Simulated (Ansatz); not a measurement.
HfC (model structure, F-43m, No. 216, 2 atoms in the cell), treated with r²SCAN (Ansatz, a program for electronic structure, PAW).

Numerical settings: plane-wave cutoff 560 eV, 12×12×12 k mesh, Fermi–Dirac smearing 0.01 eV, scalar-relativistic PAW data made under PBE.

Cell (relaxed with PBEsol):

```
CELL_PARAMETERS angstrom
      0.00000     2.49792     2.49792
      2.49792     0.00000     2.49792
      2.49792     2.49792     0.00000
ATOMIC_POSITIONS crystal
  Hf 0.00000 0.00000 0.00000
  C  0.25000 0.25000 0.25000
```

Estimate the band gap and Γ–Γ gap that the calculation returns.


- band gap = 0.54 eV
- Γ–Γ gap = 6.34 eV

Note: the relaxation could raise the start's symmetry but not lower it, so the cell can be a saddle point; cell and atoms aren't relaxed at this level (pressure 3.1 GPa).

Spin–orbit coupling is not included.

Computed values are for the static lattice.

The result took around 14 core-seconds (rough).

A model structure was made by putting elements into a prototype or built by hand; it is no filed structure, need not be a known phase, and can be a saddle point held by its symmetry.
